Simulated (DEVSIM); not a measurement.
System: illuminated In0.53Ga0.47As p-on-n cell, one wavelength, at 300 K.

Layer 1 from the left is In0.53Ga0.47As, thickness (μm) 0.160, Na (cm⁻³) 7.5e17, τn (s) 2.1e-8, τp (s) 2.5e-9, absorption coefficient (cm⁻¹) 98000. Layer 2 from the left is In0.53Ga0.47As, thickness (μm) 0.760, Nd (cm⁻³) 4.4e16, τn (s) 2.3e-8, τp (s) 2.3e-8, absorption coefficient (cm⁻¹) 98000.

Left contact: ohmic, minority electron recombination velocity 3000 cm/s. Right contact: ohmic, minority hole recombination velocity 6000 cm/s. Voltage is applied to the left contact. Recombination: SRH at mid-gap, radiative, Auger. Light enters at the left, 7.3e16 photons cm⁻² s⁻¹, one pass, no reflection. Mobility is constant in doping.

The device is made up for the run: typed textbook-type constants, with dimensions and the other settings drawn at random. Values at 300 K.

In0.53Ga0.47As: gap (eV) 0.74, affinity (eV) 4.51, permittivity 13.9, Nc (cm⁻³) 2.1e17, Nv (cm⁻³) 7.7e18, μn (cm²/Vs) 12000, μp (cm²/Vs) 300, B (cm³/s) 9.6e-11, Cn (cm⁶/s) 5e-29, Cp (cm⁶/s) 5e-29.

DEVSIM, 1D drift-diffusion, Boltzmann statistics, complete ionisation; no tunnelling, impact ionisation, image-force lowering or self-heating.

### Question
What does the simulation give for the share of generated pairs collected at short circuit, the open-circuit voltage, the dark forward voltage at 1 A/cm²?

### Answer
share of generated pairs collected at short circuit 0.994; open-circuit voltage 0.331 V; dark forward voltage at 1 A/cm² 0.457 V.
